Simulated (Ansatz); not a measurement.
Electronic density of states of amorphous Si30N40Ru, density 3.12 g/cm³, on a 2×2×2 Γ-centred mesh with a Gaussian width of 0.1 eV; energies count from the Fermi level, whose place inside the gap is arbitrary. Cell and mesh are small, so fine structure isn't converged. Calculation: PBE, scalar-relativistic without spin-orbit coupling (plane waves to 420 eV, PAW; Ansatz, a first-principles code). Sampling: a 2×2×2 Γ-centred mesh; Fermi-Dirac width 0.01 eV; collinear spin, started from moments on atoms; no Hubbard U, moments started parallel, and no other order was tried (the moments died out). At PBE the levels at the filled edge of the gap are localised (band-tail or defect states), and the nearest spread-out levels lie 3.3 eV apart at the zone centre.

The cell was made by melting and quenching with the CHGNet potential and then relaxed with DFT. N atoms were pushed apart under 1.9 Å during the dynamics, to hinder bonds among them. The hot cell started wider than the set density and was brought back towards it in steps. It is the lowest in DFT energy of 2 quenches. It is a model cell: composition and starting density were chosen by hand, and all elements were melted together. No dispersion term was used. Its density started from a set value of 3.12 and ended at 3.12 g/cm³. The simulated quench (nominally 380 K/ps over its main leg) is rapid and tends to freeze in more defects than a deposited or slowly cooled glass has. Values belong to this one cell and scatter from quench to quench. The volume was held where the preparation left it and the shape relaxed, at a PBE pressure of 6.7 GPa. Stress components on the final sampling reach 6.7 GPa.

```tsv
E - EF (eV)	states/(eV atom)
-12.00	0.21
-11.90	0.21
-11.80	0.14
-11.70	0.14
-11.60	0.19
-11.50	0.21
-11.40	0.25
-11.30	0.23
-11.20	0.23
-11.10	0.31
-11.00	0.30
-10.90	0.28
-10.80	0.26
-10.70	0.22
-10.60	0.25
-10.50	0.21
-10.40	0.21
-10.30	0.23
-10.20	0.22
-10.10	0.25
-10.00	0.24
-9.90	0.23
-9.80	0.25
-9.70	0.25
-9.60	0.22
-9.50	0.20
-9.40	0.26
-9.30	0.28
-9.20	0.33
-9.10	0.39
-9.00	0.36
-8.90	0.30
-8.80	0.32
-8.70	0.33
-8.60	0.35
-8.50	0.38
-8.40	0.35
-8.30	0.30
-8.20	0.33
-8.10	0.40
-8.00	0.38
-7.90	0.40
-7.80	0.41
-7.70	0.41
-7.60	0.41
-7.50	0.43
-7.40	0.39
-7.30	0.38
-7.20	0.42
-7.10	0.47
-7.00	0.48
-6.90	0.48
-6.80	0.46
-6.70	0.43
-6.60	0.46
-6.50	0.48
-6.40	0.48
-6.30	0.52
-6.20	0.45
-6.10	0.43
-6.00	0.46
-5.90	0.45
-5.80	0.40
-5.70	0.40
-5.60	0.43
-5.50	0.42
-5.40	0.41
-5.30	0.39
-5.20	0.40
-5.10	0.41
-5.00	0.40
-4.90	0.40
-4.80	0.39
-4.70	0.41
-4.60	0.42
-4.50	0.44
-4.40	0.46
-4.30	0.46
-4.20	0.48
-4.10	0.52
-4.00	0.51
-3.90	0.49
-3.80	0.42
-3.70	0.35
-3.60	0.35
-3.50	0.41
-3.40	0.39
-3.30	0.34
-3.20	0.32
-3.10	0.30
-3.00	0.28
-2.90	0.26
-2.80	0.25
-2.70	0.21
-2.60	0.16
-2.50	0.12
-2.40	0.06
-2.30	0.13
-2.20	0.22
-2.10	0.15
-2.00	0.04
-1.90	0.00
-1.80	0.00
-1.70	0.00
-1.60	0.00
-1.50	0.00
-1.40	0.00
-1.30	0.05
-1.20	0.14
-1.10	0.08
-1.00	0.08
-0.90	0.15
-0.80	0.06
-0.70	0.00
-0.60	0.02
-0.50	0.12
-0.40	0.12
-0.30	0.02
-0.20	0.00
-0.10	0.00
0.00	0.00
0.10	0.00
0.20	0.00
0.30	0.00
0.40	0.02
0.50	0.02
0.60	0.04
0.70	0.10
0.80	0.10
0.90	0.11
1.00	0.23
1.10	0.24
1.20	0.23
1.30	0.25
1.40	0.24
1.50	0.24
1.60	0.25
1.70	0.25
1.80	0.26
1.90	0.25
2.00	0.25
2.10	0.25
2.20	0.24
2.30	0.28
2.40	0.32
2.50	0.30
2.60	0.32
2.70	0.34
2.80	0.32
2.90	0.31
3.00	0.33
3.10	0.32
3.20	0.32
3.30	0.32
3.40	0.38
3.50	0.40
```

The level gap on this mesh is 0.86 eV; the broadening fills part of it in the curve.
